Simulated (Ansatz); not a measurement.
GeSe (model structure, started from the 4H type, P6₃mc, No. 186, 8 atoms in the cell) was calculated with LDA (plane waves, PAW; Ansatz, a quantum-chemistry and plane-wave program).

Settings: plane-wave cutoff 520 eV, 12×12×6 k mesh (along the axes of the cell as run), Fermi–Dirac smearing 0.05 eV, scalar-relativistic PAW data made under PBE.

Cell (relaxed with PBEsol):

GeSe is modelled in the hexagonal space group P6₃mc (No. 186), Pearson symbol hP8. Lattice parameters: a = b = 4.7126 Å, c = 11.1048 Å, α = β = 90.00°, γ = 120.00°. Ge1 on 2a has 1 Se at 2.594 Å and 3 Se at 2.727 Å and 1 Se at 2.958 Å (trigonal bipyramidal). Ge2 on 2b is surrounded by 1 Se at 2.587 Å and 3 Se at 2.727 Å. Se1 on 2a sees 1 Ge at 2.594 Å and 3 Ge at 2.727 Å and 1 Ge at 2.958 Å (trigonal bipyramidal). Se2 on 2b is coordinated by 1 Ge at 2.587 Å and 3 Ge at 2.727 Å. (Neighbours: up to the widest gap in distance over summed covalent radii, below 1.35, at either atom.)

Predict the band gap and Γ–Γ gap.


band gap: 0.48 eV (on the SCF k mesh)
Γ–Γ gap: 2.37 eV

Note: the relaxation could raise the start's symmetry but not lower it, so the cell can be a saddle point; cell and atoms aren't relaxed at this level (pressure -1.4 GPa).

Spin–orbit coupling is not included.

Cost on a shared machine: very roughly 100 core-seconds.

A model structure was made by putting elements into a prototype or built by hand; it is no filed structure, need not be a known phase, and can be a saddle point held by its symmetry.
